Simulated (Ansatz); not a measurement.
The parent structure is CuAu (space group P4/mmm, No. 123; a = 2.8606 Å, c = 3.5518 Å).

All numbers come from Ansatz (a program for electronic structure), r2SCAN, PAW, cutoff 500 eV, no SOC.

One change was made to it. Results:

The c/a ratio decreases by 0.0065, from 1.242 to 1.235; the lattice parameter a decreases by 0.062 bohr, from 5.406 bohr to 5.344 bohr.

What was done to the base?
(A) pressure −2 GPa
(B) pressure 75 GPa
(C) pressure 7 GPa
(D) pressure 30 GPa

C, pressure 7 GPa. For comparison, the lattice parameter a in the other runs: pressure 75 GPa gives 5.280 bohr; pressure 30 GPa gives 5.215 bohr; pressure −2 GPa gives 5.426 bohr.

Load acts through the strain it causes; cell and atoms are relaxed under it. Stability against distortions was not tested. No other phases were tried under pressure. All final runs are without spin polarisation. Along this pressure series the structure jumps between pressure 50 GPa and pressure 75 GPa; cells beyond that are another form of it.
